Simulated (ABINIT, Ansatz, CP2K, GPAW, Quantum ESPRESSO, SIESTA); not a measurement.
# Ni₃Si (Pm-3m, 4 atoms in the cell) computed with different codes at matched settings

Self-consistent single point, at a second geometry (lattice scaled by 0.98). First geometry:

```
CELL_PARAMETERS angstrom
      3.59670     0.00000     0.00000
      0.00000     3.59670     0.00000
      0.00000     0.00000     3.59670
ATOMIC_POSITIONS crystal
  Si 0.00000 0.00000 0.00000
  Ni 0.00000 0.50000 0.50000
  Ni 0.50000 0.00000 0.50000
  Ni 0.50000 0.50000 0.00000
```

Shared settings, as Ansatz (a program for electronic structure) writes them: kpoints.mp_grid.grid = 7 7 7; scf.occupations.method = gaussian; scf.occupations.width = 0.272 eV. Potentials and cutoffs stand in the table.

| code | model | ΔF from the first geometry (meV/atom) | pressure (GPa) | cutoff |
|---|---|---|---|---|
| ABINIT | PBE, norm-conserving pseudopotentials (PseudoDojo nc-sr-05 PBE standard) | -36.5 | -3.09 | 49 Ha |
| Ansatz | PBE, default PAW files | -36.7 | -3.17 | 420 eV |
| CP2K | PBE, GPW, DZVP-MOLOPT-SR-GTH basis, GTH-PBE potentials (GTH_POTENTIALS) | -30.6 | -1.73 | grid 600 Ry |
| SIESTA | GGA PBE, numerical atomic orbitals DZP, PseudoDojo PBE standard norm-conserving potentials (rewritten from UPF to PSML) | -48.6 | -6.52 | grid 400 Ry |
| GPAW | PBE, GPAW PAW datasets PBE (gpaw-data 1.0.1) | -29.9 | -1.13 | 800 eV |
| Quantum ESPRESSO | PBE, GBRV 1.5 ultrasoft (PBE) pseudopotentials | -36.1 | -3.06 | 50 Ry |

On Ansatz's run: spin polarisation is off.

The spread over the programs that give each value: ΔF from the first geometry within 18.7 meV/atom; pressure within 5.39 GPa.

CP2K and SIESTA use small atom-centred bases, whose incompleteness enters pressures, forces and empty levels differently from a plane-wave cutoff. Ansatz's pressure is given at a fixed set of plane waves, as the other plane-wave codes print theirs; with its correction for the finite basis it is -3.11 GPa. In the pressure, CP2K (by 1.35), SIESTA (by 3.44) and GPAW (by 1.94) lie more than 1 GPa from the median of the plane-wave programs.

The starting cell has typed, rounded lattice constants, without a prior relaxation at this level. Its lattice was rescaled by a random factor within 2.5 % of one. For this run, on top of that: lattice scaled by 0.98.

Left out of this page: Elk and FLEUR (not drawn, or without a comparable value).

Keys are those of Ansatz 0.2.
